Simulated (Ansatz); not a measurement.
We consider Mo₃Rh (model structure, started from the Cu3Au type, Pm-3m, No. 221, 4 atoms in the cell), described by LDA (Ansatz, a program for electronic structure, plane waves, PAW).

Numerical settings: plane-wave cutoff 520 eV, 14×14×14 k mesh, Fermi–Dirac smearing 0.05 eV, no spin polarisation, scalar-relativistic PAW data made under PBE.

Cell (relaxed at this level):

```
Mo3Rh
1.0
    3.87835     0.00000     0.00000
    0.00000     3.87835     0.00000
    0.00000     0.00000     3.87835
Mo Rh
3 1
Direct
  0.00000   0.50000   0.50000
  0.50000   0.50000   0.00000
  0.50000   0.00000   0.50000
  0.00000   0.00000   0.00000
```

Problem. What does this level give for the bulk modulus?

Solution. 
bulk modulus: 293 GPa

Note: the run has no spin polarisation, so it can have missed a magnetic state; the bulk modulus is −V dP/dV from two relaxed cells at ±2 % in volume; the relaxation could raise the start's symmetry but not lower it, so the cell can be a saddle point.

The computed numbers hold no vibrational or temperature effects.

Computing time: roughly 30 core-seconds.

A model structure was made by putting elements into a prototype or built by hand; it is no filed structure, need not be a known phase, and can be a saddle point held by its symmetry.
